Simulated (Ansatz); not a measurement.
## zincblende BeTe (F-43m) under uniaxial stress along [001]

Cell and atoms are relaxed with r2SCAN to each stress (compression positive); bands and masses by r2SCAN with spin-orbit coupling, rigid bands (plane waves, PAW; Ansatz, a quantum-chemistry and plane-wave program). Strains are changes of length against the unloaded cell.

```xyz
2
Lattice="0.0000 2.8286 2.8286 2.8286 0.0000 2.8286 2.8286 2.8286 0.0000" Properties=species:S:1:pos:R:3 pbc="T T T"
Be     0.0000     0.0000     0.0000
Te     4.2429     4.2429     4.2429
```

```csv
stress (GPa),strain [001] (%),strain [100] (%),gap (eV),mₑ* [001],mₑ* [100],mₕ* [001],mₕ* [100]
-2.00,2.43,-0.63,1.988,0.28,0.48,0.43,0.36
-1.00,1.23,-0.33,2.036,0.27,0.48,0.45,0.40
0,0,0,2.087,0.38,0.38,0.40,0.40
1.00,-1.26,0.36,1.966,1.76,0.28,0.39,0.42
```

[001] is the direction of the load; [010] strains as [100]. Masses are conductivity masses at 300 K in electron masses.

Problem. From the two loads next to zero, find the Young modulus and the ratio of transverse to axial strain.

Solution. Between -1.00 and 1.00 GPa the strain along [001] changes by -2.49 % and that along [100] by 0.69 %. The modulus is 2.00/0.0249 = 80 GPa and the ratio of the strains 0.28 (r2SCAN, atoms relaxed). Along [001] C₁₁ = E(1 − ν)/((1 + ν)(1 − 2ν)) and C₁₂ = C₁₁ν/(1 − ν), which gives C₁₁ ≈ 102 GPa and C₁₂ ≈ 39 GPa.

Problem. How fast does the gap move on either side of zero load?

Solution. Under tension, (2.036 − 2.087) eV over -1.00 GPa = 51 meV/GPa, or about -4.1 eV per unit strain; under compression, (1.966 − 2.087) eV over 1.00 GPa = -121 meV/GPa, or about 9.6 eV per unit strain. The two slopes part by 172 meV/GPa; gaps are resolved to about 0.01 eV, which allows 20 meV/GPa, so they differ, even in sign: the gap has a turning point near zero load.

Problem. Take the carrier density and the relaxation time as fixed, so that ρ ∝ m*. What gauge factor (Δρ/ρ)/ε follows for current along [001] at the loads next to zero?

Solution. electrons at -1.00 GPa: (0.27/0.38 − 1)/0.0123 ≈ -24; electrons at 1.00 GPa: (1.76/0.38 − 1)/-0.0126 ≈ -290. These are means over a finite load; the small-strain gauge factor differs, most where the load has already emptied the upper valleys or bands. Carriers and loads whose mass moves by under 12 % aren't resolved and aren't listed. The change of shape, which adds a term of order 1 to 2, and that of the scattering between valleys or bands are left out.

Masses are those of dilute carriers in rigid bands with one relaxation time, without polarons. Third decimals of gaps are kept for the arithmetic. Every relaxation keeps the zincblende phase (space group I-4m2 under this load), so a transition, a distortion that breaks the symmetry or fracture can't show.
